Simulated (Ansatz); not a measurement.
The starting structures come from a database of crystals and need not be the phases stable at ambient conditions.

By PBEsol, the system below comes out a metal.

Without scattering a metal conducts by its projected Fermi surface.

```
VSi2
1.0
    4.53626     0.00000     0.00000
   -2.26813     3.92852     0.00000
    0.00000     0.00000     6.31248
V Si
3 6
Cartesian
  1.13406   1.96426   2.10416
 -1.13407   1.96426   0.00000
  0.00000   3.92852   4.20832
  1.10772   0.63954   0.00000
  0.00000   1.27909   4.20832
  3.42854   0.63954   2.10416
  1.16041   3.28897   0.00000
  2.26813   2.64943   4.20832
 -1.16041   3.28897   2.10416
```

The cell is taken as given; by PBEsol it stands under a pressure of -0.8 GPa.

The current flows along the normal of the first two printed cell vectors, the (001) plane of the conventional cell. No spin-orbit coupling; the value is a mean over 0.1 eV about the Fermi level.

**Question.** Give the ballistic conductance per area that Ansatz (a program for electronic structure) with PBEsol yields.

**Answer.** 0.44 × 10¹⁵ S/m² for both spins.
